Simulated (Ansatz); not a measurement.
# Functionals side by side, with their cost (level): Cd2SeS (P3m1, 4 atoms in the cell)

```yaml
crystal:
  lattice:
    - [4.27358, 0.00000, 0.00000]
    - [-2.13679, 3.70103, 0.00000]
    - [0.00000, 0.00000, 6.96863]
  atoms:
    - { symbol: Cd, position: [0.00000, 0.00000, 0.49023] }
    - { symbol: Cd, position: [0.33333, 0.66667, 0.00964] }
    - { symbol: Se, position: [0.33333, 0.66667, 0.62575] }
    - { symbol: S, position: [0.00000, 0.00000, 0.12238] }
```

Program: Ansatz (a program for electronic structure), default PAW files made with PBE; each row names its functional.

Base settings: basis.ecutwfc = 420 eV; kpoints.mp_grid.grid = 5 5 3; hamiltonian.xc = hse06; hamiltonian.pseudopotentials = {kind: paw} (the program's default PAW files); scf.occupations.method = gaussian; scf.occupations.width = 0.05 eV.

Differences are taken from HSE06, a reference of convenience: it is no measurement, and no ranking of the functionals follows.

Core times come from one kind of shared machine and are given to one figure; runs under 30 s give none.

The starting cell comes from a database of computed structures (which also holds hypothetical and non-ambient phases and stackings), without a prior relaxation at this level. Its lattice was rescaled by a random factor within 2.5 % of one. Ansatz's pressure includes its estimate of the finite-basis (Pulay) stress.

| level | gap on the mesh less reference (eV) | pressure less reference (GPa) | core time / reference (rough) |
|---|---|---|---|
| PBEsol | -1.076 | -1.55 | – |
| PBE0 | 0.630 | -0.14 | 1.0 |
| HSE06 | 0.000 | 0.00 | 1 |

Keys are those of Ansatz 0.2.
